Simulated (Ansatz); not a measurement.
**What isotropic strain −1.04 % does to Rh**

Base system: Rh in the fcc (Cu type) structure (space group Fm-3m, No. 225; a = 3.8016 Å; relaxed with 0.1 eV smearing).

The change: the cell is scaled by 0.9896 in all directions, atoms relaxed at fixed cell.

Level of theory: Ansatz (an electronic-structure program) r2SCAN, no SOC, earlier PAW set. Settings: 30×30×30 k-points, 0.1 eV Fermi–Dirac smearing.

```json
[
 {"quantity": "volume per atom", "base": "13.74 Å³", "changed": "13.31 Å³", "shift": "-0.424 Å³"},
 {"quantity": "space group", "base": "Fm-3m (No. 225)", "changed": "Fm-3m (No. 225)", "shift": "–"},
 {"quantity": "shortest interatomic distance", "base": "2.688 Å", "changed": "2.660 Å", "shift": "-0.028 Å"},
 {"quantity": "energy relative to the base (free energy F)", "base": "0 meV/atom", "changed": "+12 meV/atom", "shift": "+12 meV/atom"},
 {"quantity": "pressure", "base": "0.0 GPa", "changed": "9.5 GPa", "shift": "+9.5 GPa"},
 {"quantity": "band gap", "base": "zero", "changed": "zero", "shift": "–"}
]
```

Final structure:

```
Rh
1.0
    0.00000     1.88105     1.88105
    1.88105     0.00000     1.88105
    1.88105     1.88105     0.00000
Rh
1
Direct
  0.00000   0.00000   0.00000
```

Stability against distortions was not tested. All final runs are without spin polarisation.
